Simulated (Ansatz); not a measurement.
Seebeck coefficient (μV/K, mean over directions) of n-type GaP (F-43m) against carrier density, Ansatz (an electronic-structure program) with r2SCAN with spin-orbit coupling, rigid bands. Computed gap 1.82 eV; densities at which minority carriers matter at this gap, or further valleys turn the trend, are left out. Conductivity mass 0.34 mₑ (harmonic mean over directions), N_c = 3.7e19 cm⁻³ at 300 K.

```csv
electron density,300 K,500 K
1e16 cm⁻³,-921,-992
1e17 cm⁻³,-722,-793
1e18 cm⁻³,-524,-595
3e18 cm⁻³,-430,-501
1e19 cm⁻³,-328,-398
3e19 cm⁻³,…,-305
1e20 cm⁻³,-147,-210
3e20 cm⁻³,…,…
1e21 cm⁻³,-56,-90
```

Fill in the missing entries.


- 3e19 cm⁻³, 300 K: -237
- 3e20 cm⁻³, 300 K: -83
- 3e20 cm⁻³, 500 K: -137

Rigid bands with a gap fixed in temperature, one relaxation time for all states, no polarons or phonon drag, and whether or not such doping can be reached.
